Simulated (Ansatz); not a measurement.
Band structure of YCo2 (Fd-3m, 6 atoms in the cell).

```
CELL_PARAMETERS angstrom
      0.00000     3.53279     3.53279
      3.53279     0.00000     3.53279
      3.53279     3.53279     0.00000
ATOMIC_POSITIONS crystal
  Y  0.50000 0.50000 0.50000
  Y  0.75000 0.75000 0.75000
  Co 0.12500 0.12500 0.62500
  Co 0.12500 0.62500 0.12500
  Co 0.12500 0.12500 0.12500
  Co 0.62500 0.12500 0.12500
```
Moments meant for the start (each program seeds them in its own way; μB, in the order of the atoms Y Y Co Co Co Co): 1.0 1.0 3.0 3.0 3.0 3.0.

Method: LDA (PW92), PAW files made with PBE (plane waves; Ansatz, a quantum-chemistry and plane-wave program).

Settings: kpoints.mp_grid.grid = 6 6 6; hamiltonian.xc = lda; hamiltonian.pseudopotentials = {kind: paw} (an earlier, softer set of the program's PAW files); magnetization.spin_polarized = true; scf.occupations.method = gaussian; scf.occupations.width = 0.1 eV; kpoints.band_path.npoints = 8.

The starting cell comes from a database of computed structures (which also holds hypothetical and non-ambient phases and stackings), without a prior relaxation at this level. Its lattice was rescaled by a random factor within 2.5 % of one. The moments shrank to a small part of their start, a low-spin state that need not be the lowest. The program warned that a starting moment was not kept.

Levels in eV from the Fermi level, bands 43 to 50 of the first spin channel:
```json
[
 {"point": "Γ", "43": "-0.40", "44": "-0.40", "45": "0.30", "46": "0.30", "47": "0.30", "48": "0.66", "49": "0.66", "50": "0.66"},
 {"point": "X", "43": "-0.38", "44": "-0.38", "45": "-0.37", "46": "-0.37", "47": "0.56", "48": "0.56", "49": "1.99", "50": "1.99"},
 {"point": "W", "43": "-0.69", "44": "-0.69", "45": "-0.14", "46": "-0.14", "47": "0.58", "48": "0.58", "49": "2.01", "50": "2.01"},
 {"point": "K", "43": "-0.65", "44": "-0.61", "45": "-0.28", "46": "-0.10", "47": "0.39", "48": "0.98", "49": "1.65", "50": "2.24"},
 {"point": "L", "43": "-0.45", "44": "-0.25", "45": "-0.25", "46": "0.66", "47": "1.10", "48": "1.10", "49": "1.22", "50": "1.73"},
 {"point": "U", "43": "-0.65", "44": "-0.61", "45": "-0.28", "46": "-0.10", "47": "0.39", "48": "0.98", "49": "1.65", "50": "2.24"}
]
```

Bands cross the Fermi level along this path, so the cell is metallic at this level.

The net moment of the cell came out as 0.59 μB.

Keys are those of Ansatz 0.2.
